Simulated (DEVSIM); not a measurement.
Structure: W/Al2O3/p-Ge capacitor, at 250 K.

Layer 1 from the left is Al2O3, thickness (nm) 2.80. Layer 2 from the left is Ge, thickness (nm) 730, Na (cm⁻³) 6.7e17.

Metal gate on the left, work function 4.6 eV. Fixed charge at the semiconductor interface 0 cm⁻² (in units of +e); no interface traps.

This is a model device: material constants are rounded textbook-type values typed into the input, and sizes, dopings and lifetimes were drawn at random. Values at 300 K; Nc and Nv go as T^1.5, mobilities as T to minus their exponent, the gap by Varshni's rule with the affinity fixed.

Al2O3: gap (eV) 6.8, affinity (eV) 1.35, permittivity 9. Ge: gap (eV) 0.664, affinity (eV) 4, permittivity 16, Nc (cm⁻³) 1.04e19, Nv (cm⁻³) 6e18, Varshni α (eV/K) 0.000477, Varshni β (K) 235.

Problem. Estimate by hand the flat-band voltage, the threshold voltage, and compare with a numerical solution.

Solution. 
- Flat-band voltage: C = 2.85 μF/cm², work-function difference -0.041 V; VFB = φms − qNf/C = -0.04 V; numerical -0.04 V.
- Threshold voltage: φF = 0.294 V, depletion charge √(4εqNφF) = 4.23e-7 C/cm²; VT = VFB + 2φF + Qd/C = 0.70 V; numerical 0.70 V.

DEVSIM, 1D Poisson equation in equilibrium, Boltzmann statistics, complete ionisation; no quantum confinement or tunnelling. Metal contacts follow the ideal Schottky-Mott rule: no Fermi-level pinning, no interface dipoles.
